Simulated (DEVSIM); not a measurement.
System: Schottky contact on p-type CdTe, at 400 K.

Layer 1 from the left is CdTe, thickness (μm) 3.10, Na (cm⁻³) 7e15, τn (s) 1.2e-9, τp (s) 1.2e-9.

Left contact: Schottky, work function 4.82 eV, emission velocity 7.1e6 cm/s. Right contact: ohmic. Voltage is applied to the left contact. Recombination: SRH at mid-gap, radiative. Mobility is constant in doping.

This is a model device: material constants are rounded textbook-type values typed into the input, and sizes, dopings and lifetimes were drawn at random. Values at 300 K; Nc and Nv go as T^1.5, mobilities as T to minus their exponent, the gap by Varshni's rule with the affinity fixed.

CdTe: gap (eV) 1.5, affinity (eV) 4.28, permittivity 10.2, Nc (cm⁻³) 8e17, Nv (cm⁻³) 1.8e19, μn (cm²/Vs) 1000, μp (cm²/Vs) 80, T exponent of μn 1.7, T exponent of μp 1.5, B (cm³/s) 1e-10, Varshni α (eV/K) 0.00031, Varshni β (K) 108.

Model (solved in DEVSIM): 1D drift-diffusion, Boltzmann statistics, complete ionisation; no tunnelling, impact ionisation, image-force lowering or self-heating. Metal contacts follow the ideal Schottky-Mott rule: no Fermi-level pinning, no interface dipoles.

Dark forward current:

```
|V| (V)  |J| (A/cm²)
-------  -----------
0.05        4.108e-5
0.10       0.0002061
0.15       0.0008732
0.20        0.003562
0.25         0.01430
0.30         0.05647
0.35          0.2157
0.40          0.7633
0.45           2.293
0.50           5.412
0.55           10.14
0.60           16.06
0.65           22.80
0.70           30.09
0.75           37.76
0.80           45.72
0.85           53.89
0.90           62.22
0.95           70.68
1.00           79.25
1.05           87.91
1.10           96.64
1.15           105.4
1.20           114.3
1.25           123.2
1.30           132.1
```

Work out the local ideality factor n = ΔV / (kT/q · ln(J2/J1)) between the rows 0.15 and 0.20 V, 1.25 and 1.30 V.

kT/q = 34.47 mV. From 0.15 to 0.20 V: ln(0.003562/0.0008732) = 1.406, n = 1.03, near the 1 of diffusion or emission over a barrier. From 1.25 to 1.30 V: ln(132.1/123.2) = 0.070, n = 20.80; the layers' resistance at their doping, Σ W/(qμN) = 0.0053 Ω cm², would take 47 mV of this step of 50 mV.

Estimate the current at 0.20 V for emission alone, J0 = q v N_band exp(−φB/kT), and read the barrier back from the simulated current.

φB = 0.931 eV, N_band = 2.77e19 cm⁻³, J0 = 5.92e-5 A/cm²; J = J0 (exp(qV/kT) − 1) = 0.0195 A/cm². The simulation gives 0.00356 A/cm²; the estimate lies 450 % above. Read backwards, the simulated current gives an apparent barrier of 0.989 eV. The estimate leaves out transport through the depletion region and minority injection.
